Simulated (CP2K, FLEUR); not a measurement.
A CP2K input for a self-consistent single point of CuGaSe2 (I-42d, 8 atoms in the cell) (DFT PBE, GPW, DZVP-MOLOPT-SR-GTH basis, GTH-PBE potentials (GTH_POTENTIALS)):

```
&GLOBAL
  PROJECT cugase2
  RUN_TYPE ENERGY_FORCE
  PRINT_LEVEL MEDIUM
&END GLOBAL
&FORCE_EVAL
  METHOD Quickstep
  STRESS_TENSOR ANALYTICAL
  &DFT
    BASIS_SET_FILE_NAME BASIS_MOLOPT
    POTENTIAL_FILE_NAME GTH_POTENTIALS
    &QS
      METHOD GPW
      EPS_DEFAULT 1E-10
    &END QS
    &MGRID
      CUTOFF 600
      REL_CUTOFF 60
      NGRIDS 5
    &END MGRID
    &SCF
      SCF_GUESS ATOMIC
      EPS_SCF 1E-7
      MAX_SCF 100
      ADDED_MOS 12
      &DIAGONALIZATION
        ALGORITHM STANDARD
      &END DIAGONALIZATION
      &MIXING
        METHOD BROYDEN_MIXING
        ALPHA 0.2
        NBUFFER 8
      &END MIXING
      &SMEAR ON
        METHOD FERMI_DIRAC
        ELECTRONIC_TEMPERATURE [K] 580.23
      &END SMEAR
    &END SCF
    &KPOINTS
      SCHEME MONKHORST-PACK 3 3 3
    &END KPOINTS
    &XC
      &XC_FUNCTIONAL PBE
      &END XC_FUNCTIONAL
    &END XC
    &PRINT
      &MO
        EIGENVALUES T
        OCCUPATION_NUMBERS T
        NDIGITS 8
        FILENAME mo
        &EACH
          QS_SCF 0
        &END EACH
        ADD_LAST NUMERIC
      &END MO
      &MULLIKEN ON
      &END MULLIKEN
    &END PRINT
  &END DFT
  &SUBSYS
    &CELL
      ABC 6.71151300 6.71151354 6.71151323
      ALPHA_BETA_GAMMA 131.19512317 131.19512106 71.50325423
      PERIODIC XYZ
    &END CELL
    &COORD
      Ga       4.42037300     3.18240400     0.00000000
      Ga       1.06461650     3.18240400     1.96067700
      Cu       0.00000000     0.00000000     0.00000000
      Cu       3.35575650     0.00000000     1.96067700
      Se       5.52546625     3.97800500     1.96067700
      Se       2.16970975     3.97800500     0.00000000
      Se       1.10509325     0.79560100     1.96067700
      Se       4.46084975     0.79560100     0.00000000
    &END COORD
    &KIND Ga
      BASIS_SET DZVP-MOLOPT-SR-GTH
      POTENTIAL GTH-PBE-q13
    &END KIND
    &KIND Cu
      BASIS_SET DZVP-MOLOPT-SR-GTH
      POTENTIAL GTH-PBE-q11
    &END KIND
    &KIND Se
      BASIS_SET DZVP-MOLOPT-SR-GTH
      POTENTIAL GTH-PBE-q6
    &END KIND
  &END SUBSYS
  &PRINT
    &FORCES ON
    &END FORCES
    &STRESS_TENSOR ON
    &END STRESS_TENSOR
  &END PRINT
&END FORCE_EVAL
```

### Question
Translate this input to FLEUR.

### Answer
This is the input that was run; spellings and numerical settings could be chosen otherwise.

Input of the input generator:

```
CuGaSe2 FLAPW
&input film=f /
-5.2398628340 5.2398628340 10.2929186816
5.2398628340 -5.2398628340 10.2929186816
5.2398628340 5.2398628340 -10.2929186816
1.0
1.0 1.0 1.0

8
31 0.5000000000 0.5000000000 0.0000000000
31 0.2500000000 0.7500000000 0.5000000000
29 0.0000000000 0.0000000000 0.0000000000
29 0.7500000000 0.2500000000 0.5000000000
34 0.8750000000 0.8750000000 0.5000000000
34 0.1250000000 0.6250000000 0.0000000000
34 0.3750000000 0.3750000000 0.5000000000
34 0.6250000000 0.1250000000 0.0000000000

&comp jspins=1 /
&kpt div1=3 div2=3 div3=3 /
&end /
```

```xml
<?xml version="1.0" encoding="UTF-8" standalone="no"?>
<fleurInput fleurInputVersion="0.39">
   <comment>
      CuGaSe2 FLAPW                                                                                       
   </comment>
   <calculationSetup>
      <cutoffs Kmax="3.8" Gmax="15.2" GmaxXC="15.2" numbands="0"/>
      <scfLoop itmax="60" minDistance="0.00001" maxIterBroyd="40" imix="Anderson" alpha="0.05" precondParam="0.0" spinf="2.0"/>
      <coreElectrons ctail="T" frcor="F" kcrel="0" coretail_lmax="0"/>
      <xcFunctional name="pbe" relativisticCorrections="F"/>
      <magnetism jspins="1"/>
      <soc l_soc="F" theta="0.0" phi="0.0" spav="F"/>
      <expertModes spex="0" secvar="F"/>
      <geometryOptimization l_f="T" forcealpha="1.0" forcemix="BFGS" epsdisp="0.00001" epsforce="0.00001"/>
      <ldaU l_linMix="F" mixParam="0.05" spinf="1.0"/>
   </calculationSetup>
   <cell>
      <bzIntegration valenceElectrons="112.0" mode="hist" fermiSmearingEnergy="0.00183747">
         <kPointListSelection listName="default-1"/>
         <!-- k-points included here -->
         <xi:include xmlns:xi="http://www.w3.org/2001/XInclude" href="kpts.xml"> </xi:include>
      </bzIntegration>
      <!-- symmetry operations included here -->
      <xi:include xmlns:xi="http://www.w3.org/2001/XInclude" href="sym.xml"> </xi:include>
      <bulkLattice scale="1.0">
         <bravaisMatrix>
            <row-1>   -5.2398628340000002     5.2398628340000002    10.2929186815999998</row-1>
            <row-2>    5.2398628340000002    -5.2398628340000002    10.2929186815999998</row-2>
            <row-3>    5.2398628340000002     5.2398628340000002   -10.2929186815999998</row-3>
         </bravaisMatrix>
      </bulkLattice>
   </cell>
   <atomSpecies>
      <species name="Gallium (Ga)" element="Ga" atomicNumber="31">
         <mtSphere radius="2.10" gridPoints="741" logIncrement="0.017"/>
         <atomicCutoffs lmax="8" lnonsphr="6"/>
         <electronConfig flipSpins="F">
            <coreConfig>(1s1/2) (2s1/2) (2p1/2) (2p3/2) (3s1/2) (3p1/2) (3p3/2)</coreConfig>
            <valenceConfig>(4s1/2) (3d3/2) (3d5/2) (4p1/2) (4p3/2)</valenceConfig>
            <stateOccupation state="(4p1/2)" spinUp="0.1666666666667" spinDown="0.1666666666667"/>
            <stateOccupation state="(4p3/2)" spinUp="0.3333333333333" spinDown="0.3333333333333"/>
         </electronConfig>
         <energyParameters s="4" p="4" d="3" f="4"/>
         <lo type="HELO" l="2" n="4" eDeriv="0"/>
      </species>
      <species name="Copper (Cu)" element="Cu" atomicNumber="29">
         <mtSphere radius="2.10" gridPoints="741" logIncrement="0.017"/>
         <atomicCutoffs lmax="8" lnonsphr="6"/>
         <electronConfig flipSpins="F">
            <coreConfig>(1s1/2) (2s1/2) (2p1/2) (2p3/2) (3s1/2) (3p1/2) (3p3/2)</coreConfig>
            <valenceConfig>(4s1/2) (3d3/2) (3d5/2)</valenceConfig>
            <stateOccupation state="(4s1/2)" spinUp="0.5" spinDown="0.5"/>
         </electronConfig>
         <energyParameters s="4" p="4" d="3" f="4"/>
         <lo type="HELO" l="2" n="4" eDeriv="0"/>
      </species>
      <species name="Selenium (Se)" element="Se" atomicNumber="34">
         <mtSphere radius="2.10" gridPoints="741" logIncrement="0.017"/>
         <atomicCutoffs lmax="8" lnonsphr="6"/>
         <electronConfig flipSpins="F">
            <coreConfig>(1s1/2) (2s1/2) (2p1/2) (2p3/2) (3s1/2) (3p1/2) (3p3/2)</coreConfig>
            <valenceConfig>(4s1/2) (3d3/2) (3d5/2) (4p1/2) (4p3/2)</valenceConfig>
            <stateOccupation state="(4p1/2)" spinUp="0.6666666666667" spinDown="0.6666666666667"/>
            <stateOccupation state="(4p3/2)" spinUp="1.3333333333333" spinDown="1.3333333333333"/>
         </electronConfig>
         <energyParameters s="4" p="4" d="3" f="4"/>
         <lo type="HELO" l="2" n="4" eDeriv="0"/>
      </species>
   </atomSpecies>
   <atomGroups>
      <atomGroup species="Gallium (Ga)">
         <relPos label="                   1">1.000/2.000 1.000/2.000 .0000000000</relPos>
         <relPos label="                   2">1.000/4.000 -1.000/4.000 1.000/2.000</relPos>
         <force calculate="T" relaxXYZ="TTT"/>
      </atomGroup>
      <atomGroup species="Copper (Cu)">
         <relPos label="                   3">.0000000000 .0000000000 .0000000000</relPos>
         <relPos label="                   4">-1.000/4.000 1.000/4.000 1.000/2.000</relPos>
         <force calculate="T" relaxXYZ="TTT"/>
      </atomGroup>
      <atomGroup species="Selenium (Se)">
         <relPos label="                   5">-1.000/8.000 -1.000/8.000 1.000/2.000</relPos>
         <relPos label="                   6">1.000/8.000 -3.000/8.000 .0000000000</relPos>
         <relPos label="                   7">3.000/8.000 3.000/8.000 1.000/2.000</relPos>
         <relPos label="                   8">-3.000/8.000 1.000/8.000 .0000000000</relPos>
         <force calculate="T" relaxXYZ="TTT"/>
      </atomGroup>
   </atomGroups>
   <output dos="F" band="F" slice="F">
      <checks vchk="F" cdinf="F"/>
      <bandDOS minEnergy="-.5*Htr" maxEnergy="0.5*Htr" sigma="0.015" storeEVData="T"/>
      <vacuumDOS vacdos="F" integ="F" star="F" nstars="0" locx1="0.0" locy1="0.0" locx2="0.0" locy2="0.0" nstm="0" tworkf="0.0"/>
      <unfoldingBand unfoldBand="F" supercellX="1" supercellY="1" supercellZ="1"/>
      <plotting iplot="0" polar="F">
         <plot TwoD="T" vec1="  1.0  0.0  0.0" vec2="  0.0  1.0  0.0" vec3="  0.0  0.0  1.0" zero="  0.0  0.0  0.0" file="plot"/>
      </plotting>
      <chargeDensitySlicing numkpt="0" minEigenval="0.0" maxEigenval="0.0" nnne="0" pallst="F"/>
      <specialOutput eonly="F"/>
      <magneticCircularDichroism mcd="F" energyLo="-10.0" energyUp="0.0"/>
   </output>
  <!-- We include the file relax.xml here to enable relaxations (see documentation) -->
  <xi:include xmlns:xi="http://www.w3.org/2001/XInclude" href="relax.xml"> <xi:fallback/> </xi:include>
</fleurInput>
```

Basis, cutoffs, solver keys and any potentials are the target program's own. This input uses DFT, PBE, all-electron FLAPW (FLEUR), scalar-relativistic valence.

The starting cell has typed, rounded lattice constants, without a prior relaxation at this level. Its lattice was rescaled by a random factor within 2.5 % of one. For this run, on top of that: lattice scaled by 0.98.
